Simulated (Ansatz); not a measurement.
The starting structures come from a database of crystals and need not be the phases stable at ambient conditions.

Tunnelling through a barrier is set by its complex band structure: the current falls as exp(−2κd) with the smallest κ.

```yaml
crystal:
  lattice:
    - [6.54292, -0.02227, 0.00661]
    - [-3.25115, 5.67806, 0.00661]
    - [1.18748, 2.04029, 6.44550]
  atoms:
    - { symbol: Nb, position: [0.12621, 0.87379, 0.00000] }
    - { symbol: Nb, position: [0.87379, 0.12621, 0.00000] }
    - { symbol: S, position: [0.14289, 0.14289, 0.68385] }
    - { symbol: S, position: [0.85711, 0.85711, 0.31615] }
    - { symbol: S, position: [0.67077, 0.67077, 0.13448] }
    - { symbol: S, position: [0.32923, 0.32923, 0.86552] }
    - { symbol: Br, position: [0.43355, 0.02728, 0.23834] }
    - { symbol: Br, position: [0.56645, 0.97272, 0.76166] }
    - { symbol: Br, position: [0.97272, 0.56645, 0.76166] }
    - { symbol: Br, position: [0.02728, 0.43355, 0.23834] }
```

Space group of this cell: C2/m. The cell was relaxed by PBE-D3(BJ); by r2SCAN its mean pressure is 1.2 GPa.

Transport runs along the normal of the first two printed cell vectors.

No gap correction and no spin-orbit coupling; mid-gap values are interpolated between computed energies.

Q: Give the band gap and the smallest decay constant κ at mid-gap that r2SCAN run with Ansatz (a first-principles code) yields.

A: Gap 1.57 eV on a 6×6×6 mesh; κ = 0.349 1/Å, at (0.500, 0.500) of the in-plane reciprocal vectors. At the zone centre, at the nearest computed energy, the slowest state has κ = 0.38 1/Å.
